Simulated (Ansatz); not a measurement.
# What strain tensor (xx, yy, zz, yz, xz, xy) = (−1.33, −0.99, −0.34, +0.82, +0.27, +1.22) % does to BeTe

The parent structure is BeTe in the zinc blende structure (space group F-43m, No. 216; a = 5.604 Å). Axes: x, y, z lie along the cube axes.

Perturbation: the symmetric strain tensor [-0.0133 0.0122 0.0027; 0.0122 -0.0099 0.0082; 0.0027 0.0082 -0.0034], atoms relaxed at fixed cell.

Method: PBEsol (Ansatz, a quantum-chemistry and plane-wave program), spin-orbit coupling left out. k-mesh 10×10×10 (Γ-centred); smearing 0.05 eV (Fermi–Dirac).

The volume per atom drops by 0.586 Å³ (22.00 Å³ → 21.42 Å³) and the space group goes from F-43m (No. 216) to P1 (No. 1). The shortest interatomic distance shrinks by 0.034 Å (2.427 Å → 2.393 Å) and the energy grows by 6.5 meV/atom. The pressure (mean of the normal stresses, compression positive) rises by 1.73 GPa (0.01 GPa → 1.74 GPa) and the band gap falls by 0.255 eV to 1.58 eV. The gap character is indirect, Γ → V and the smallest direct gap falls by 0.38 eV, from 3.61 eV to 3.23 eV. The valence-band top at Γ (three highest levels, from the VBM) changes from 0.00, 0.00, 0.00 eV to 0.00, -0.13, -0.28 eV and the valley order (the lowest conduction-band minima on the path, energy above the VBM, named in the base's zone) goes from X along ⟨100⟩ 1.84 eV; L along ⟨111⟩ 3.08 eV to X along [100] 1.58 eV; X along [010] 1.62 eV; X along [001] 1.63 eV; L along [1-11] 2.87 eV. The largest internal atomic displacement is 0.011 Å and the stress (xx, yy, zz, yz, xz, xy; compression positive) comes out as (2.01, 1.83, 1.37, -0.86, -0.30, -1.32) GPa.

Final structure:

```
BeTe
1.0
    0.04175     2.79744     2.81566
    2.77250     0.05716     2.80024
    2.79912     2.80865     0.03054
Te Be
1 1
Cartesian
  4.21636   4.24926   4.24425
 -0.00633  -0.00182  -0.00942
```

Spin-orbit coupling, missing from the scalar runs, can matter with Te. Whether these cells are dynamically stable was not tested. Labels are those of the standard path for the cell's own space group.
